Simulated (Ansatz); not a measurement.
**Antifluorite K2Se**

These are LDA (plane waves, PAW; Ansatz, an electronic-structure program) values and carry that method's errors.

Numerical settings: plane-wave cutoff 520 eV, 8×8×8 k mesh, Fermi–Dirac smearing 0.01 eV, scalar-relativistic PAW data made under PBE.

Cell (measured lattice):

K2Se is taken in the cubic space group Fm-3m (No. 225), the anti-fluorite structure, Pearson symbol cF12. Cell: a = b = c = 7.6760 Å, α = β = γ = 90.00°. K on 8c is surrounded by 4 Se at 3.324 Å (tetrahedral). Se on 4a has 8 K at 3.324 Å (cubic). (Neighbours: up to the widest gap in distance over summed covalent radii, below 1.35, at either atom; cation-cation and far metal-metal contacts left out.)
(The calculation used a cell of 3 atoms; values per cell refer to that cell.)

For antifluorite K2Se, the band gap is 1.90 eV (indirect) and the smallest direct gap on the k points sampled comes out as 2.04 eV.

Note: cell and atoms aren't relaxed at this level (pressure -1.5 GPa).

Spin–orbit coupling is not included.

Computing time: about 15 core-seconds (a rough figure).
